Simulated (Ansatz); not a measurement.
The starting structures come from a database of crystals and need not be the phases stable at ambient conditions.

The decay constant κ of evanescent states in the gap governs leakage through a thin film.

```yaml
crystal:
  lattice:
    - [6.53573, 0.00000, 0.00000]
    - [3.16883, 6.47207, 0.00000]
    - [0.00405, -0.21285, 6.53388]
  atoms:
    - { symbol: V, position: [0.88290, 0.72440, 0.08070] }
    - { symbol: V, position: [0.11710, 0.27560, 0.91930] }
    - { symbol: Ag, position: [0.88670, 0.24170, 0.38410] }
    - { symbol: Ag, position: [0.11330, 0.75830, 0.61590] }
    - { symbol: Ag, position: [0.37780, 0.28430, 0.37280] }
    - { symbol: Ag, position: [0.62220, 0.71570, 0.62720] }
    - { symbol: As, position: [0.34190, 0.80880, 0.15260] }
    - { symbol: As, position: [0.65810, 0.19120, 0.84740] }
    - { symbol: O, position: [0.39110, 0.68740, 0.38160] }
    - { symbol: O, position: [0.60890, 0.31260, 0.61840] }
    - { symbol: O, position: [0.22390, 0.07540, 0.18800] }
    - { symbol: O, position: [0.77610, 0.92460, 0.81200] }
    - { symbol: O, position: [0.59130, 0.72160, 0.01040] }
    - { symbol: O, position: [0.40870, 0.27840, 0.98960] }
    - { symbol: O, position: [0.16370, 0.74350, 0.00450] }
    - { symbol: O, position: [0.83630, 0.25650, 0.99550] }
    - { symbol: O, position: [0.99110, 0.50950, 0.79720] }
    - { symbol: O, position: [0.00890, 0.49050, 0.20280] }
    - { symbol: O, position: [0.78950, 0.90250, 0.27050] }
    - { symbol: O, position: [0.21050, 0.09750, 0.72950] }
```

Space group of this cell: P-1. The cell is taken as given; by r2SCAN its mean pressure is -8.0 GPa.

Transport runs along the normal of the first two printed cell vectors.

The gap is the functional's own, uncorrected, and κ follows it; spin-orbit coupling is left out. Mid-gap values are interpolated between the computed energies.

**Question.** Compute, with r2SCAN in Ansatz (a quantum-chemistry and plane-wave program), the band gap and the smallest decay constant κ at mid-gap.

**Answer.** Gap 1.64 eV on a 6×6×6 mesh; κ = 0.327 1/Å, at the zone centre.
